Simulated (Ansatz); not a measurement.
# Ce: pressure 0.3 GPa

Base system: Ce in the fcc (Cu type) structure (space group Fm-3m, No. 225; a = 4.664 Å).

It is then changed as follows: cell and atoms relaxed at a pressure of 0.3 GPa.

Method: r2SCAN in Ansatz (plane waves to 500 eV, PAW, no spin-orbit coupling), earlier PAW set. Settings: 17×17×17 k-points, 0.05 eV Fermi–Dirac smearing.

| quantity | base | changed | shift |
|---|---|---|---|
| volume per atom | 25.37 Å³ | 25.21 Å³ | -0.16 Å³ |
| density | 9.17 g/cm³ | 9.23 g/cm³ | +0.06 g/cm³ |
| lattice parameter a | 4.664 Å | 4.654 Å | -0.010 Å |
| shortest interatomic distance | 3.298 Å | 3.291 Å | -0.007 Å |
| enthalpy H = E + PV relative to the base's energy | – | +0.05 eV/atom | – |
| band gap | zero | zero | – |

The 4f electrons are in the valence with no U and their state was not checked, so volumes and moments can be off. Load acts through the strain it causes; cell and atoms are relaxed under it. Whether these cells are dynamically stable was not tested. Seeded moments were not kept for the base. The final runs are not spin-polarised.

Ansatz is an electronic-structure program.
